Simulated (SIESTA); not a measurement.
A self-consistent single point of Ca₂H₃Br (P1, 6 atoms in the cell) with SIESTA.

Computed with GGA PBEsol with spin-orbit coupling, numerical atomic orbitals TZP, PseudoDojo PBEsol fully relativistic norm-conserving potentials (rewritten from UPF to PSML) in SIESTA.

```yaml
crystal:
  lattice:
    - [3.90294, 0.00000, 0.00000]
    - [-1.95147, 3.38004, 0.00000]
    - [0.00000, 0.00000, 6.85353]
  atoms:
    - { symbol: Ca, position: [0.67656, 0.33846, 0.18471] }
    - { symbol: Ca, position: [0.33980, 0.67080, 0.81487] }
    - { symbol: H, position: [0.65430, 0.32589, 0.85108] }
    - { symbol: H, position: [0.32767, 0.66617, 0.15000] }
    - { symbol: H, position: [0.99972, 0.99906, 0.99772] }
    - { symbol: Br, position: [0.00194, 0.99962, 0.50162] }
```

Reference input (self-consistent single point, DFT, GGA PBEsol, numerical atomic orbitals TZP, PseudoDojo PBEsol standard norm-conserving potentials (rewritten from UPF to PSML)): XC.functional = GGA; XC.authors = PBEsol; potentials = PseudoDojo PBEsol standard; PAO.BasisSize = TZP; PAO.EnergyShift = 0.01 Ry; MeshCutoff = 350 Ry; kgrid.MonkhorstPack = 6 6 3; OccupationFunction = FD; ElectronicTemperature = 116.05 K; MaxSCFIterations = 150; SCF.Mixer.Method = Pulay; SCF.Mixer.Weight = 0.2. This run's input differs from it in these lines:

```diff
@@ -1,2 +1,2 @@
-# files in the folder: Ca.psml H.psml Br.psml (PseudoDojo PBEsol standard)
+# files in the folder: Ca.psml H.psml Br.psml (PseudoDojo PBEsol fully relativistic)
 SystemName  Ca2H3Br
@@ -39,2 +39,11 @@
 ElectronicTemperature        116.05 K
+Spin                         spin-orbit
+%block DM.InitSpin
+  1 0.00 0.00 0.00
+  2 0.00 0.00 0.00
+  3 0.00 0.00 0.00
+  4 0.00 0.00 0.00
+  5 0.00 0.00 0.00
+  6 0.00 0.00 0.00
+%endblock DM.InitSpin
```

Output (repeated stretches shortened):

```
        iscf     Eharris(eV)        E_KS(eV)     FreeEng(eV)     dDmax    Ef(eV) dHmax(eV)
   scf:    1    -2567.327044    -2577.582369    -2577.582369  1.151890 -4.357135  5.053074
     spin moment: {S} , |S| = {   -0.00000    0.00000   -0.00000 }     0.00000
   scf:    2    -2579.054339    -2578.351311    -2578.351311  0.107159 -4.874355  3.331110
     spin moment: {S} , |S| = {   -0.00000    0.00000   -0.00000 }     0.00000
   scf:    3    -2579.354331    -2578.961634    -2578.961634  0.213521 -2.230513  0.718663
     spin moment: {S} , |S| = {    0.00000    0.00000    0.00000 }     0.00000
   [... lines left out ...]
     spin moment: {S} , |S| = {   -0.00000    0.00000   -0.00000 }     0.00000
   scf:   10    -2578.985671    -2578.985670    -2578.985670  0.000016 -2.659859  0.000071
     spin moment: {S} , |S| = {   -0.00000   -0.00000    0.00000 }     0.00000
   scf:   11    -2578.985671    -2578.985670    -2578.985670  0.000017 -2.659844  0.000037
     spin moment: {S} , |S| = {   -0.00000    0.00000    0.00000 }     0.00000
   scf:   12    -2578.985671    -2578.985670    -2578.985670  0.000008 -2.659863  0.000011
     spin moment: {S} , |S| = {   -0.00000    0.00000   -0.00000 }     0.00000
SCF Convergence by DM+H criterion
max |DM_out - DM_in|         :     0.0000076096
max |H_out - H_in|      (eV) :     0.0000112636
SCF cycle converged after 12 iterations

Using DM_out to compute the final energy and forces

siesta: E_KS(eV) =            -2578.9857

siesta: E_KS - E_eggbox =     -2578.9857

siesta: Atomic forces (eV/Ang):
     1   -0.248799   -0.120074    0.368827
     2   -0.181990   -0.160433   -0.342302
     3    0.221796    0.176633   -0.204489
     4    0.225392    0.079435    0.186859
     5   -0.022464    0.004982    0.047192
     6    0.006577    0.020137   -0.057019
   Tot    0.000511    0.000680   -0.000932
   Max    0.368827
   Res    0.183950    sqrt( Sum f_i^2 / 3N )
   Max    0.368827    constrained

   [... lines left out ...]
siesta: FreeEng =     -2578.985670
siesta: Cell volume =         90.412541 Ang**3
siesta:          37.76128853         54.55768484  kBar
   [... lines left out ...]
     3    -0.719611    1.719611    0.000000   -0.000000   -0.000000    0.000000  H
     4    -0.715435    1.715435    0.000000    0.000000   -0.000000   -0.000000  H
     5    -0.718213    1.718213    0.000000   -0.000000   -0.000000    0.000000  H
     6     0.185335    6.814665    0.000000   -0.000000   -0.000000    0.000000  Br
 Total     0.000000                0.000000   -0.000000    0.000000    0.000000
```

The run converged in 12 iterations. Against the reference run the pressure moves little (3.77 to 3.78 GPa), the largest force moves little (0.462 to 0.461 eV/Å) and the gap on the mesh stays at 2.287 eV. The full log also holds: “initDM: WARNING: atom 1 has a closed-shell and cannot be polarized”. The full log also holds: “initDM: WARNING: atom 2 has a closed-shell and cannot be polarized”.

The starting cell comes from a database of computed structures (which also holds hypothetical and non-ambient phases and stackings), without a prior relaxation at this level. Its atoms were displaced at random from the sites of space group no. 164. Values carry the incompleteness of an atom-centred basis. The basis of the alkali or alkaline-earth atoms may lack their empty d shell, which can raise the gap. With a pressure of about 4 GPa the cell is away from its equilibrium volume at this level.

Cost on one core of a shared machine: roughly 40 s.
